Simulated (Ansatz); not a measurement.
**Harmonic thermodynamics of NaCl (rock salt, Fm-3m)**

Per mole of formula units at the relaxed static volume; finite displacements on a 6×6×6 mesh, r2SCAN in Ansatz (a quantum-chemistry and plane-wave program), k mesh 6×6×6; sums on an interpolated 12×12×12 mesh.  Zero-point energy 5.33 kJ/mol.

```json
[
 {"T (K)": "100", "F_vib (kJ/mol)": "4.52", "S (J/mol/K)": "23.4", "C_V (J/mol/K)": "34.3"},
 {"T (K)": "150", "F_vib (kJ/mol)": "2.95", "S (J/mol/K)": "39.0", "C_V (J/mol/K)": "41.9"},
 {"T (K)": "200", "F_vib (kJ/mol)": "0.67", "S (J/mol/K)": "51.5", "C_V (J/mol/K)": "45.1"},
 {"T (K)": "250", "F_vib (kJ/mol)": "-2.17", "S (J/mol/K)": "61.8", "C_V (J/mol/K)": "46.7"},
 {"T (K)": "300", "F_vib (kJ/mol)": "-5.48", "S (J/mol/K)": "70.4", "C_V (J/mol/K)": "47.7"},
 {"T (K)": "400", "F_vib (kJ/mol)": "-13.24", "S (J/mol/K)": "84.3", "C_V (J/mol/K)": "48.6"},
 {"T (K)": "600", "F_vib (kJ/mol)": "-32.21", "S (J/mol/K)": "104.1", "C_V (J/mol/K)": "49.3"},
 {"T (K)": "800", "F_vib (kJ/mol)": "[?]", "S (J/mol/K)": "[?]", "C_V (J/mol/K)": "[?]"},
 {"T (K)": "1000", "F_vib (kJ/mol)": "-79.34", "S (J/mol/K)": "129.4", "C_V (J/mol/K)": "49.7"}
]
```

Some entries are withheld; supply them.


- 800, F_vib (kJ/mol): -54.52
- 800, S (J/mol/K): 118.3
- 800, C_V (J/mol/K): 49.6

No phase change or melting is allowed for: the numbers belong to this structure as given.
